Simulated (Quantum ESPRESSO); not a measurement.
Sensitivity of a calculation on CaBi2O6 (Pmn2_1, 18 atoms in the cell) to its settings

```yaml
crystal:
  lattice:
    - [8.16907, 0.00000, 0.00000]
    - [0.00000, 5.91558, 0.00000]
    - [0.00000, 0.00000, 5.67183]
  atoms:
    - { symbol: Ca, position: [0.50000, 0.32759, 0.52178] }
    - { symbol: Ca, position: [0.00000, 0.67241, 0.02178] }
    - { symbol: Bi, position: [0.25016, 0.76304, 0.50415] }
    - { symbol: Bi, position: [0.24984, 0.23696, 0.00415] }
    - { symbol: Bi, position: [0.74984, 0.76304, 0.50415] }
    - { symbol: Bi, position: [0.75016, 0.23696, 0.00415] }
    - { symbol: O, position: [0.68930, 0.06934, 0.67956] }
    - { symbol: O, position: [0.81070, 0.93066, 0.17956] }
    - { symbol: O, position: [0.31070, 0.06934, 0.67956] }
    - { symbol: O, position: [0.18930, 0.93066, 0.17956] }
    - { symbol: O, position: [0.30321, 0.53895, 0.79641] }
    - { symbol: O, position: [0.19679, 0.46105, 0.29641] }
    - { symbol: O, position: [0.69679, 0.53895, 0.79641] }
    - { symbol: O, position: [0.80321, 0.46105, 0.29641] }
    - { symbol: O, position: [0.50000, 0.22140, 0.12675] }
    - { symbol: O, position: [0.00000, 0.77860, 0.62675] }
    - { symbol: O, position: [0.50000, 0.70824, 0.40182] }
    - { symbol: O, position: [0.00000, 0.29176, 0.90182] }
```

Base run A: PBEsol, PseudoDojo standard norm-conserving (PBESOL) pseudopotentials in Quantum ESPRESSO 7.5, self-consistent single point.

Its settings: ecutwfc = 85 Ry; occupations = smearing; smearing = fd; degauss = 0.0036749 Ry; potentials = {Ca: Ca.upf, Bi: Bi.upf, O: O.upf}; K_POINTS = automatic 2 3 3 0 0 0; conv_thr = 1e-11 Ry; mixing_beta = 0.3.

The starting cell comes from a database of computed structures (which also holds hypothetical and non-ambient phases and stackings), without a prior relaxation at this level. Spin-orbit coupling is off. In the base run, with a pressure of about -6 GPa the cell is away from its equilibrium volume at this level.

ΔF is the free energy per atom less that of run A. A dash stands where there is no value to compare (another energy zero or no entropy term, no result, no spin, no clean gap, or a mesh too coarse for one). 

```
run               K_POINTS  ΔF (meV/atom)  pressure (GPa)  largest force (eV/Å)  gap on the mesh (eV)  k-points
---  ---------------------  -------------  --------------  --------------------  --------------------  --------
A    automatic 2 3 3 0 0 0           0.00           -5.87                 0.233                 0.440         8
B    automatic 1 1 1 0 0 0           39.0           -4.17                 0.518                     –         1
C    automatic 1 2 2 0 0 0          -0.46           -6.08                 0.462                 0.411         4
```

Run C against A: The free energy is nearly the same (within 1 meV/atom), the pressure goes from -5.87 to -6.08 GPa, the largest force goes from 0.233 to 0.462 eV/Å and the gap on the mesh goes from 0.440 to 0.411 eV.

Run B against A: The free energy goes up by 39.0 meV/atom, the pressure goes from -5.87 to -4.17 GPa and the largest force goes from 0.233 to 0.518 eV/Å.
